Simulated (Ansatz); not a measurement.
InP under a change: In → Ir

Base system: InP in the zinc blende structure (space group F-43m, No. 216; a = 5.8788 Å).

It is then changed as follows: every In is replaced by Ir; the structure is relaxed again.

Level of theory: Ansatz (a program for electronic structure), PBEsol, PAW, cutoff 420 eV, spin-orbit coupling left out, earlier PAW set. k-mesh 15×15×15 (Γ-centred); smearing 0.05 eV (Fermi–Dirac), for the changed cell.

```json
[
 {"quantity": "volume per atom", "base": "25.40 Å³", "changed": "17.59 Å³", "shift": "-7.81 Å³"},
 {"quantity": "density", "base": "4.77 g/cm³", "changed": "10.54 g/cm³", "shift": "+5.77 g/cm³"},
 {"quantity": "lattice parameter a", "base": "5.879 Å", "changed": "5.201 Å", "shift": "-0.678 Å"},
 {"quantity": "space group", "base": "F-43m (No. 216)", "changed": "F-43m (No. 216)", "shift": "–"},
 {"quantity": "band gap", "base": "0.57 eV", "changed": "zero", "shift": "–"}
]
```

No phonon test of stability was made. As relaxed here, IrP is a hypothetical phase, not in the database extracts checked. All final runs are without spin polarisation.
